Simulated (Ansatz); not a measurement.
Data:

```
YN
1.0
    3.32291     0.00000     0.00000
    0.00000     3.32291     0.00000
    1.66146    -1.66146     2.43875
Y N
1 1
Cartesian
  0.00000   0.00000   0.00000
  1.66146   1.66146   0.00000
```

No spin polarisation.

All numbers come from Ansatz (a first-principles code) LDA, without spin-orbit coupling. k-mesh 12×12×12 (Γ-centred); smearing 0.05 eV (Fermi–Dirac).

Task: Predict the band gap, pressure and space group.

Result: 
* **Band gap**: zero
* **Pressure (mean of the normal stresses, compression positive)**: 8.3 GPa
* **Space group**: I4/mmm (No. 139)

A case with no gap was solved on a k-mesh chosen for an insulator, which is coarse for it. The cells carry an imposed strain or load. Whether these cells are dynamically stable was not tested. All final runs are without spin polarisation. The cell was made from YN in the rock salt structure (space group Fm-3m, No. 225) by this change: biaxial strain −2.50 %, plane normal [001], relaxed out of plane. A zero or small gap of YN can be the functional's error rather than a property of the material.
